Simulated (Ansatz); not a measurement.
# FeGe in the rock salt structure (space group Fm-3m, No. 225; ferromagnetic; a hypothetical phase, not in the database extracts checked)

```xyz
2
Lattice="0.0000 2.4726 2.4726 2.4726 0.0000 2.4726 2.4726 2.4726 0.0000" Properties=species:S:1:pos:R:3 pbc="T T T"
Ge     0.0000     0.0000     0.0000
Fe     2.4726     2.4726     2.4726
```

All numbers come from PBE/PAW in Ansatz (a first-principles code), without spin-orbit coupling. Settings: 16×16×16 k-points, 0.05 eV Fermi–Dirac smearing.

```yaml
volume_per_atom: 15.12 Å³
density: 7.06 g/cm³
band_gap: zero
magnetic_state: ferromagnetic
total_energy: -4387.355 eV/atom (σ→0; compares only within this code and set-up)
```

The magnetic state is the one reached from the starting moments; the real material's order can differ, and small cells can't hold many antiferromagnetic ones. No phonon test of stability was made.
